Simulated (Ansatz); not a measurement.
## hypothetical diamond Sb with two functionals, isotropic strain −3.10 %

Consider Sb in the diamond structure (space group Fd-3m, No. 227; a = 6.9884 Å; a hypothetical phase, not in the database extracts checked; relaxed with 0.1 eV smearing).

(Cell as relaxed with PBE.)

Levels (all Ansatz, a program for electronic structure, PAW): PBE (420 eV, no spin-orbit coupling); PBEsol (420 eV, no spin-orbit coupling).

Each level relaxes its own structure.

| base | PBE | PBEsol |
|---|---|---|
| volume per atom | 42.66 Å³ | 40.55 Å³ |
| lattice parameter a | 6.988 Å | 6.871 Å |
| band gap | zero | zero |

The change: the cell is scaled by 0.9690 in all directions; the atoms relax in the strained cell.

| quantity | PBE | PBEsol |
|---|---|---|
| energy relative to the base (free energy F) | +39 meV/atom | (withheld) |
| pressure | 3.6 GPa | (withheld) |
| band gap | zero | (withheld) |

Q: What does PBEsol give?

A: 
- energy relative to the base (free energy F), PBEsol: +42 meV/atom
- pressure, PBEsol: 4.0 GPa
- band gap, PBEsol: zero

PBE's energy relative to the base lies 2.7 meV/atom below PBEsol's; PBE's pressure lies 0.4 GPa below PBEsol's; the two agree on the band gap. Neither level is exact; PBEsol is the comparison here, not a measurement.

No phonon test of stability was made.
